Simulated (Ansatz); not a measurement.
1T (CdI2-type) PtTe2 was calculated with PBEsol (Ansatz, a first-principles code, PAW).

Run with plane-wave cutoff 560 eV, 18×18×10 k mesh (along the axes of the cell as run), Fermi–Dirac smearing 0.05 eV, scalar-relativistic PAW data made under PBE.

Starting structure:

```yaml
crystal:
  lattice:
    - [4.03000, 0.00000, 0.00000]
    - [-2.01500, 3.49008, 0.00000]
    - [0.00000, 0.00000, 5.22000]
  atoms:
    - { symbol: Te, position: [0.33333, 0.66667, 0.25400] }
    - { symbol: Te, position: [0.66667, 0.33333, 0.74600] }
    - { symbol: Pt, position: [0.00000, 0.00000, 0.00000] }
```

Question: Into what structure does the relaxation of cell and atoms lead at this level, with the symmetry of the start kept?

Answer: The volume falls by 0.8 %; final space group P-3m1.
```yaml
crystal:
  lattice:
    - [4.04400, 0.00000, 0.00000]
    - [-2.02200, 3.50221, 0.00000]
    - [0.00000, 0.00000, 5.14130]
  atoms:
    - { symbol: Te, position: [0.33333, 0.66667, 0.26185] }
    - { symbol: Te, position: [0.66667, 0.33333, 0.73815] }
    - { symbol: Pt, position: [0.00000, 0.00000, 0.00000] }
```

Note: the cell comes from a level without a dispersion term, which matters for the spacing of layers, chains or molecules.
